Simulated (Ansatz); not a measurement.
## MgS: energy against volume

MgS (rock salt, Fm-3m, 17.879 Å³/atom and stress up to 0.01 GPa in the relaxed cell, cube axes along x, y and z) under an equal strain ε along all three axes. PBE in Ansatz, a plane-wave DFT program (PAW, default set), 420 eV, 11×11×11 Γ-centred mesh, Fermi-Dirac smearing 0.05 eV; ions are relaxed, or left where forces stay under 0.02 eV/Å, within the symmetry of each cell.

Here V stands for volume and E for E less E0.

| volume (Å³/atom) | E less E0 (meV/atom) | pressure (GPa) |
|---|---|---|
| 16.8274 | 15.83 | 5.08 |
| 17.0862 | 8.77 | 3.68 |
| 17.3478 | 3.84 | 2.38 |
| 17.6119 | 0.95 | 1.15 |
| 17.8788 | 0.00 | 0.00 |
| 18.1483 | 0.91 | -1.07 |
| 18.4205 | 3.59 | -2.07 |
| 18.6954 | 7.97 | -3.01 |
| 18.9731 | 13.96 | -3.89 |
| 19.5366 | ? | ? |

**Question.** Using the third-order Birch-Murnaghan form, a cubic in V^(-2/3), estimate the missing E at V = 19.5366 from the other rows, showing the fit.

**Answer.** With u = V^(-2/3) - 0.146, the rows have u = 0.006284, 0.004743, 0.003223, 0.001728, 0.000254, -0.001198, -0.002628, -0.004036, -0.005425. Least squares gives E = 0.027 - 217.3·u + 434020·u² + 113896·u³. Residuals (row less fit): 0.001, -0.002, 0.001, 0.002, 0.000, 0.000, -0.004, 0.004, -0.001; standard error 0.003 (degrees of freedom: 5). Its minimum lies at u = 0.000250, so V0 = (0.146250)^(-3/2) = 17.88. There d²E/du² = 868200 and d³E/du³ = 683400, so B0 = (4/9) × 17.88^(-7/3) × 868200 × 0.160218 = 74.0 GPa (the last factor turns the table's units into GPa), and B0' = 4 + (2/3) × 0.146250 × (683400)/868200 = 4.1. B0' rests on the cubic coefficient alone and has a standard error of 0.1 from these residuals. At the withheld row, u = -0.008141, so E = 0.027 - 217.3 × (-0.008141) + 434020 × (-0.008141)² + 113896 × (-0.008141)³ = 30.500 meV/atom. The calculation gives 30.49 meV/atom, 0.010 meV/atom below the prediction (0.0 % of the range of E in the table). The row lies outside the fitted rows, so this is an extrapolation. The scatter of the fitted rows lies at the last printed digit.

Other structures, which can take over under pressure, weren't tried. The same form fitted to the pressure column gives B0' = 4.1; series where the two differ by over 0.4 aren't shown. Rows are the converged runs of the series near zero and its far end, less any whose ions stayed unrelaxed beside relaxed ones; series whose fitted rows scatter by over a few per cent of the range, as at a crossing or softening among them, aren't shown in this form.
